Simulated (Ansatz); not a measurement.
System: single layer of GeSe (symmetry Pmn2_1 as a slab, 4 atoms a cell), relaxed.

Here is the system:

```yaml
crystal:
  lattice:
    - [3.96949, 0.00000, 0.00000]
    - [0.00000, 4.29508, 0.00000]
    - [0.00000, 0.00000, 22.72000]
  atoms:
    - { symbol: Ge, position: [0.00000, 0.97706, 0.55353] }
    - { symbol: Ge, position: [0.50000, 0.47715, 0.44647] }
    - { symbol: Se, position: [0.50000, 0.38838, 0.55701] }
    - { symbol: Se, position: [0.00000, 0.88847, 0.44299] }
```

An s-wave tip is assumed.

Mesh 14×12×1, no spin-orbit coupling, no spin polarisation; biases count from the run's Fermi level.

Question: Give the constant-current image of the upper face at a sample bias of -1.6 V from a Fermi level inside the gap (filled states down to 1.0 eV under the valence edge) over one cell, by PBE, Tersoff-Hamann images (Ansatz, a quantum-chemistry and plane-wave program). The set point is the mean density 3.5 Å over the top atom.

Answer: Corrugation 0.48 Å, highest over Se3 and the sites alike, lowest off the atoms, 1.5 Å sideways from Ge2. Tip height over the top atom in Å, x and y in fractions of the first two vectors:

```
y \ x   0.000  0.111  0.167  0.278  0.333  0.444  0.500  0.611  0.667  0.778  0.833  0.944
------  -----  -----  -----  -----  -----  -----  -----  -----  -----  -----  -----  -----
0.944    3.59   3.56   3.52   3.42   3.37   3.30   3.29   3.33   3.37   3.48   3.52   3.58
0.889    3.57   3.54   3.50   3.40   3.34   3.25   3.24   3.29   3.34   3.46   3.50   3.56
0.778    3.48   3.46   3.43   3.35   3.31   3.28   3.28   3.29   3.31   3.39   3.43   3.48
0.722    3.42   3.40   3.38   3.35   3.34   3.36   3.36   3.35   3.34   3.36   3.38   3.41
0.667    3.35   3.34   3.35   3.38   3.40   3.44   3.45   3.43   3.40   3.35   3.35   3.35
0.556    3.27   3.32   3.37   3.49   3.54   3.60   3.61   3.58   3.54   3.43   3.37   3.28
0.500    3.29   3.35   3.42   3.55   3.60   3.66   3.66   3.63   3.60   3.48   3.42   3.31
0.444    3.33   3.40   3.46   3.58   3.63   3.69   3.70   3.67   3.63   3.52   3.46   3.35
0.389    3.37   3.43   3.49   3.61   3.65   3.71   3.72   3.69   3.65   3.55   3.49   3.39
0.278    3.44   3.48   3.51   3.60   3.64   3.69   3.69   3.67   3.64   3.56   3.51   3.45
0.222    3.48   3.49   3.51   3.57   3.61   3.65   3.65   3.63   3.61   3.54   3.51   3.48
0.167    3.51   3.51   3.51   3.54   3.56   3.59   3.60   3.58   3.56   3.52   3.51   3.51
0.0556   3.57   3.55   3.53   3.48   3.46   3.44   3.44   3.45   3.46   3.50   3.53   3.56
0.000    3.58   3.56   3.53   3.45   3.41   3.37   3.36   3.38   3.41   3.49   3.53   3.58
```
